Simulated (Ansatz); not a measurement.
The reference is ZnS in the zinc blende structure (space group F-43m, No. 216; a = 5.3891 Å). Axes: x, y, z lie along the cube axes.

The values are results of r2SCAN (Ansatz, a program for electronic structure; PAW; 500 eV plane waves; spin-orbit coupling left out), not measurements.

For the base:

| Item | Value |
|---|---|
| Band gap | 2.70 eV |
| Valence-band top at Γ | 0.00, 0.00, 0.00 eV |
| Volume per atom | 19.56 Å³ |

Perturbation: biaxial strain −0.50 %, plane normal [001], relaxed out of plane (Cartesian); in-plane vectors clamped, the third vector and the atoms free.

Task: Predict the new band gap.

Result: The band gap hardly moves (2.70 eV against 2.71 eV).

Task: Predict the new valence-band top at Γ.

Result: The valence-band top at Γ (three highest levels, from the VBM) becomes 0.00, 0.00, -0.04 eV (base: 0.00, 0.00, 0.00 eV).

Task: What does the calculation give for the volume per atom after the change?

Result: The volume per atom drops by 0.08 Å³, from 19.56 Å³ to 19.48 Å³.

No phonon test of stability was made.
